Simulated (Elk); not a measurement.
Input and output of a self-consistent single point for CdS (P6_3mc, 4 atoms in the cell) (Elk).

Computed with revPBE, all-electron FP-LAPW, Elk's shipped species files, APW+lo basis with extra local orbitals (Elk).

The change in words: lattice scaled by 0.97; rgkmax: 7.5 → 5.81. Reference geometry:
```
CdS
1.0
    4.13700     0.00000     0.00000
   -2.06850     3.58275     0.00000
    0.00000     0.00000     6.71440
Cd S
2 2
Direct
  0.66667   0.33333   0.00000
  0.33333   0.66667   0.50000
  0.66667   0.33333   0.37500
  0.33333   0.66667   0.87500
```

Reference input (self-consistent single point, DFT, revPBE, all-electron FP-LAPW, Elk's shipped species files, APW+lo basis with extra local orbitals): xctype = 21; rgkmax = 7.5; swidth = 0.00367493 Ha; ngridk = 4 4 2; gmaxvr = 16 1/bohr; nxlo = 2; lorbcnd = true; lmaxi = 3; maxscl = 100. This run's input differs from it in these lines:

```diff
@@ -7,3 +7,3 @@
 rgkmax
-  7.5
+  5.81
 
@@ -28,5 +28,5 @@
 avec
-    7.8177968734    0.0000000242    0.0000000000
-   -3.9088984576    6.7704106819    0.0000000000
-    0.0000000000    0.0000000000   12.6883770912
+    7.5832634146   -0.0000000804    0.0000000000
+   -3.7916316377    6.5672988008    0.0000000000
+    0.0000000000    0.0000000000   12.3077257785
```

The program printed (abridged):

```
│ Self-consistent loop started │
│ Loop number : 1 │
 total energy                :     -11995.8562864
│ Loop number : 2 │
 total energy                :     -11996.0074075
RMS change in Kohn-Sham potential (target) :   0.6375385958     (  0.1000000000E-05)
Absolute change in total energy (target)   :   0.1511210800     (  0.1000000000E-03)
│ Loop number : 3 │
 total energy                :     -11994.6959205
RMS change in Kohn-Sham potential (target) :   0.5621424002     (  0.1000000000E-05)
Absolute change in total energy (target)   :    1.273706725     (  0.1000000000E-03)
│ Loop number : 4 │
   [... lines left out ...]
Absolute change in total energy (target)   :   0.2026834743E-02 (  0.1000000000E-03)
│ Loop number : 12 │
 total energy                :     -11991.3295695
RMS change in Kohn-Sham potential (target) :   0.1323060696E-05 (  0.1000000000E-05)
Absolute change in total energy (target)   :   0.2243996278E-03 (  0.1000000000E-03)
│ Loop number : 13 │
 total energy                :     -11991.3295405
RMS change in Kohn-Sham potential (target) :   0.6111357851E-06 (  0.1000000000E-05)
Absolute change in total energy (target)   :   0.8507089660E-04 (  0.1000000000E-03)
Convergence targets achieved

│ Loop number : 14 │

Energies :
 Fermi                       :     0.165778009788
 total energy                :     -11991.3295171

Density of states at Fermi energy :   0.4570552857E-01
 (states/Hartree/unit cell)

Estimated indirect band gap :   0.5216633011E-01
 from k-point      1 to k-point      1
Estimated direct band gap   :   0.5216633011E-01
 at k-point      1

Charges :
 core                        :    80.00000000
 valence                     :    48.00000000
 interstitial                :    6.611916062
 muffin-tins (core leakage)
  species :    1 (Cd)
   atom    1                 :    46.46159454     (  0.4952291393E-03)
   atom    2                 :    46.46159454     (  0.4952291393E-03)
  species :    2 (S)
   atom    1                 :    14.23244743     (  0.1414219163E-03)
   atom    2                 :    14.23244743     (  0.1414219163E-03)
 total in muffin-tins        :    121.3880839
 total calculated charge     :    127.9911320
 total charge                :    128.0000000
 error                       :   0.8867996055E-02

│ Self-consistent loop stopped │
```

The run converged in 14 iterations. The count includes the last loop, which Elk runs after its targets are met. Against the reference run the gap on the mesh goes from 1.275 to 1.420 eV.

The starting cell comes from a database of published, mostly measured structures (it also holds non-ambient and calculated ones), without a prior relaxation at this level. For this run, on top of that: lattice scaled by 0.97. Values depend on the basis (sphere radii, cutoffs, local orbitals), which need not be converged.
